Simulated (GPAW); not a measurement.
Input and output of a self-consistent single point for KMg6Cd (Amm2, 8 atoms in the cell) (GPAW).

Method of the run: LDA (Perdew-Wang 92), GPAW PAW datasets LDA (gpaw-data 1.0.1) (plane waves; GPAW).

```
KMg6Cd
1.0
    5.28674     0.00000     0.00000
    0.00000     3.36043     5.74281
    0.00000    -3.36043     5.74281
K Mg Cd
1 6 1
Direct
  0.00000   0.83158   0.83158
  0.00000   0.33561   0.82843
  0.00000   0.82843   0.33561
  0.00000   0.33673   0.33673
  0.50000   0.18714   0.65690
  0.50000   0.65690   0.18714
  0.50000   0.16693   0.16693
  0.50000   0.65669   0.65669
```

Reference input (self-consistent single point, DFT PBEsol, plane waves, GPAW PAW datasets PBEsol (made by gpaw-setup)): mode = pw; ecut = 850 eV; xc = PBEsol; kpts = 4 3 3; mesh shift (steps) = 0 0 0; occupations.name = methfessel-paxton; occupations.width = 0.05 eV; occupations.order = 0; nbands = -16; convergence.forces = 0.001 eV/Å; symmetry.symmorphic = false; symmetry.tolerance = 0.0005. This run's input differs from it in these lines:

```diff
@@ -19,3 +19,3 @@
 calc = GPAW(mode=PW(850),
-            xc='PBEsol',
+            xc='LDA',
             kpts={'size': (4, 3, 3), 'gamma': True},
```

Its files differ too (potentials: GPAW PAW datasets LDA (gpaw-data 1.0.1)).

Output, abridged:

```
     iter     time        total  log10-change:
                         energy   eigst   dens  force
iter:   1 --:--:--   -13.471368
iter:   2 --:--:--   -13.541911   -0.63  -1.54
iter:   3 --:--:--   -13.324562   -1.30  -1.56
iter:   4 --:--:--   -13.463351   -1.94  -1.81
iter:   5 --:--:--   -13.313578   -2.56  -2.01
iter:   6 --:--:--   -13.316970   -3.86  -2.47
iter:   7 --:--:--   -13.296218c  -3.29  -2.54
iter:   8 --:--:--   -13.296192c  -4.44  -3.11
iter:   9 --:--:--   -13.295582c  -5.18  -3.23
iter:  10 --:--:--   -13.295390c  -5.41  -3.42
iter:  11 --:--:--   -13.295384c  -6.42  -3.63
iter:  12 --:--:--   -13.295364c  -6.70  -3.69
iter:  13 --:--:--   -13.295364c  -6.11  -3.74
iter:  14 --:--:--   -13.295366c  -7.30  -4.18c
iter:  15 --:--:--   -13.295354c  -6.44  -4.22c
iter:  16 --:--:--   -13.295355c  -7.79c -4.57c
iter:  17 --:--:--   -13.295353c  -8.28c -4.66c -2.75
iter:  18 --:--:--   -13.295353c  -9.10c -4.75c -2.91
iter:  19 --:--:--   -13.295352c  -8.47c -4.80c -2.55
iter:  20 --:--:--   -13.295352c  -9.71c -5.16c -3.41c
Converged after 20 iterations.

Dipole moment: (-0.000000, -0.000000, 0.681571) |e|*Ang

Energy contributions relative to reference atoms: (reference = -200940.016738)

Kinetic:        -17.548317
Potential:      +26.530040
External:        +0.000000
XC:             -21.228393
Entropy (-ST):   -0.013156
Local:           -1.042104
SIC:             +0.000000
--------------------------
Free energy:    -13.301930
Extrapolated:   -13.295352

Showing only first 2 kpts
 Kpt  Band  Eigenvalues  Occupancy
  0    38      2.24961    2.00000
  0    39      2.25858    2.00000
  0    40      2.38177    2.00000
  0    41      3.28853    2.00000

  1    38      3.17112    2.00000
  1    39      3.21352    2.00000
  1    40      3.48499    1.97173
  1    41      3.88927    0.00000

Fermi level: 3.56254

No gap
   [... lines left out ...]
  2 Mg    0.00000   -0.06099   -0.00710
  3 Mg    0.00000    0.00000    0.06402
  4 Mg    0.00000   -0.04388    0.03397
  5 Mg    0.00000    0.04388    0.03397
  6 Mg    0.00000    0.00000   -0.02316
  7 Cd    0.00000    0.00000   -0.01085

Stress tensor:
     0.007211     0.000000     0.000000
     0.000000     0.009882     0.000000
     0.000000     0.000000     0.012862
Stress (GPa, Voigt): [1.1554 1.5833 2.0608 0.     0.     0.    ]
```

The run converged in 20 iterations. GPAW prints stress with tension positive. Against the reference run the pressure goes from -0.35 to -1.60 GPa and the largest force goes from 0.065 to 0.082 eV/Å.

The starting cell comes from a database of computed structures (which also holds hypothetical and non-ambient phases and stackings), without a prior relaxation at this level. Its lattice was rescaled by a random factor within 2.5 % of one.

Cost on one core of a shared machine: roughly 2 min.
